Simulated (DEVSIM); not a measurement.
Device: illuminated Si n-on-p cell, one wavelength, at 350 K.

Layer 1 from the left is Si, thickness (μm) 0.190, Nd (cm⁻³) 9e17, τn (s) 1.3e-8, τp (s) 3.9e-8, absorption coefficient (cm⁻¹) 140. Layer 2 from the left is Si, thickness (μm) 24.0, Na (cm⁻³) 7.8e15, τn (s) 1.1e-6, τp (s) 1.1e-6, absorption coefficient (cm⁻¹) 140.

Left contact: ohmic, minority hole recombination velocity 2e5 cm/s. Right contact: ohmic, minority electron recombination velocity 40 cm/s. Voltage is applied to the left contact. Recombination: SRH at mid-gap, radiative, Auger. Gap narrowing is on: ΔEg = 6.92 meV × (l + √(l² + 0.5)), l = ln(N/1.3e17 cm⁻³), shared equally by both band edges. Light enters at the left, 5.3e17 photons cm⁻² s⁻¹, one pass, no reflection. Mobility is μmin + (μ − μmin)/(1 + (N/Nref)^α).

The device is made up for the run: typed textbook-type constants, with dimensions and the other settings drawn at random. Values at 300 K; Nc and Nv go as T^1.5, mobilities as T to minus their exponent, the gap by Varshni's rule with the affinity fixed.

Si: gap (eV) 1.124, affinity (eV) 4.05, permittivity 11.7, Nc (cm⁻³) 2.86e19, Nv (cm⁻³) 3.1e19, μn (cm²/Vs) 1417, μp (cm²/Vs) 470, μn,min 52, μp,min 45, Nref,n 9.7e16, Nref,p 2.2e17, αn 0.68, αp 0.72, T exponent of μn 2.3, T exponent of μp 2.2, B (cm³/s) 4.7e-15, Cn (cm⁶/s) 2.8e-31, Cp (cm⁶/s) 9.9e-32, Varshni α (eV/K) 0.000473, Varshni β (K) 636.

Simulated with DEVSIM: 1D drift-diffusion, Boltzmann statistics, complete ionisation; no tunnelling, impact ionisation, image-force lowering or self-heating.

Dark forward current:

| |V| (V) | |J| (A/cm²) |
|---|---|
| 0.05 | 2.156e-7 |
| 0.10 | 8.615e-7 |
| 0.15 | 3.213e-6 |
| 0.20 | 1.309e-5 |
| 0.25 | 5.894e-5 |
| 0.30 | 0.0002845 |
| 0.35 | 0.001430 |
| 0.40 | 0.007332 |
| 0.45 | 0.03772 |
| 0.50 | 0.1887 |
| 0.55 | 0.8432 |
| 0.60 | 3.106 |
| 0.65 | 9.987 |
| 0.70 | 29.85 |
| 0.75 | 84.55 |
| 0.80 | 229.7 |
| 0.85 | 598.5 |
| 0.90 | 1457 |
| 0.95 | 3185 |

Task: Work out the local ideality factor n = ΔV / (kT/q · ln(J2/J1)) between the rows 0.15 and 0.20 V, 0.40 and 0.45 V, 0.90 and 0.95 V.

Result: kT/q = 30.16 mV. From 0.15 to 0.20 V: ln(1.309e-5/3.213e-6) = 1.405, n = 1.18. From 0.40 to 0.45 V: ln(0.03772/0.007332) = 1.638, n = 1.01, near the 1 of diffusion or emission over a barrier. From 0.90 to 0.95 V: ln(3185/1457) = 0.782, n = 2.12.

Task: What current could the absorbed light give at most, and what share is collected?

Result: Σ αd = 0.339, so qΦ(1 − exp(−Σ αd)) = 24.4 mA/cm². The simulated short-circuit current is 22.91 mA/cm², a share of 0.94.

Task: Estimate the open-circuit voltage by superposition: the voltage at which the dark current equals that short-circuit current.

Result: Interpolating ln J in the table gives 0.435 V. The simulation gives 0.435 V, the same within the digits that matter. Superposition holds where collection doesn't change with voltage.

Task: Estimate the fill factor from FF0 = (v − ln(v + 0.72))/(v + 1), v = qVoc/(nkT), with n from the dark curve.

Result: The rows about Voc, 0.40 and 0.45 V, give n = 1.01, so v = 14.3 and FF0 = 0.757. The simulation gives 0.757, the same within the digits that matter.
